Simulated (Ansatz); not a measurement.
For AlB2-type MgB2, PBE (plane waves, PAW; Ansatz, a quantum-chemistry and plane-wave program) gives:

| Property | Value |
|---|---|
| lattice constant a | 3.075 Å |
| c axis length | 3.524 Å |
| cohesive energy | 4.80 eV/atom |

Q: What does HSE06 (Ansatz, plane waves, PAW) give for the same quantities?

A: 
- lattice constant a: 3.073 Å (hardly moves)
- lattice parameter c: 3.491 Å (falls by 0.9 %)
- cohesive energy: 4.77 eV/atom (drops by 0.03 eV/atom)

For comparison: lattice constant a 3.083 Å (measured, 300 K, not corrected to a static lattice; as tabulated in Loa et al. (2002), arXiv:cond-mat/0206051); lattice parameter c 3.521 Å (measured, 300 K, no zero-point or thermal correction; as tabulated in Loa et al. (2002), arXiv:cond-mat/0206051).

Changes are worked out from the printed values.

Unless a cell is named, each level is at its own relaxed cell (PBE 9.62, HSE06 9.51 Å³/atom).

Ansatz's density-functional and Hartree–Fock values are scalar-relativistic unless marked +SOC, with PAW data made under PBE.
